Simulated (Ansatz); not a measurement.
Cu2O (Pn-3m), PBEsol, rigid bands (Ansatz, an electronic-structure program): N_c = 2.41e19 cm⁻³ at 300 K and an electron conductivity mass of 0.961 mₑ.

Problem. For 1e17 electrons per cm³ at 300 K, place the Fermi level, estimate the Seebeck coefficient of a parabolic band with constant τ, and give mobility and conductivity for τ = 20 fs.

Solution. The level lies k_BT ln(N_c/n) = 0.142 eV below the conduction-band minimum. S ≈ −(k_B/e)[ln(N_c/n) + 5/2] = -688 μV/K, against -685 μV/K from the full bands (mean over directions). μ = eτ/m = 36.6 cm²/(V·s) and σ = neμ = 0.586 S/cm. τ is assumed, not computed.

Band transport and this doping are assumed; polarons and phonon drag are left out. Spin-orbit coupling is left out.
